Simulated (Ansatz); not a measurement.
Data:

```
MgTe
1.0
    4.55921     0.00000     0.00000
    2.27961     3.94840     0.00000
    2.27961    -1.31613     3.63711
Mg Te
1 1
Direct
  0.00306   0.99847   0.99542
  0.49694   0.25153   0.75458
```

No spin polarisation.

Computed with LDA/PAW in Ansatz (a quantum-chemistry and plane-wave program), spin-orbit coupling left out. Settings: 9×9×9 k-points, 0.05 eV Fermi–Dirac smearing.

Question: Estimate the mean in-plane stress (compression positive).

Answer: -0.8 GPa.

Question: What gap character does the calculation give?

Answer: Direct at Γ.

With Te present, leaving out spin-orbit coupling can change the band edges. The cells carry an imposed strain or load. No phonon test of stability was made. The cell was made from MgTe in the zinc blende structure (space group F-43m, No. 216) by this change: biaxial strain +1.25 %, plane normal [111], relaxed out of plane.
